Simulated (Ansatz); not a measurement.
# B2O3 (model structure, started from the corundum type, R-3c, No. 167, 10 atoms in the cell)

All values below come from r²SCAN (Ansatz, a program for electronic structure, plane waves, PAW).

Settings: plane-wave cutoff 560 eV, 10×10×10 k mesh, Fermi–Dirac smearing 0.01 eV, scalar-relativistic PAW data made under PBE.

Cell (relaxed at this level):

```
CELL_PARAMETERS angstrom
      2.18168     1.25959     6.18096
     -2.18168     1.25959     6.18096
      0.00000    -2.51918     6.18096
ATOMIC_POSITIONS crystal
  B  0.41564 0.41564 0.41564
  B  0.08436 0.08436 0.08436
  B  0.58436 0.58436 0.58436
  B  0.91564 0.91564 0.91564
  O  0.62871 0.87129 0.25000
  O  0.25000 0.62871 0.87129
  O  0.87129 0.25000 0.62871
  O  0.37129 0.12871 0.75000
  O  0.75000 0.37129 0.12871
  O  0.12871 0.75000 0.37129
```

```
Property                       Result
--------  ---------------------------
band gap  5.55 eV (on the SCF k mesh)
```

Note: the relaxation could raise the start's symmetry but not lower it, so the cell can be a saddle point; the cell has widely spaced layers and the level no dispersion term, so their spacing and the moduli can rest on weak binding.

Static lattice: no zero-point or thermal effects.

Cost on a shared machine: about 8 core-minutes (a rough figure).

A model structure was made by putting elements into a prototype or built by hand; it is no filed structure, need not be a known phase, and can be a saddle point held by its symmetry.
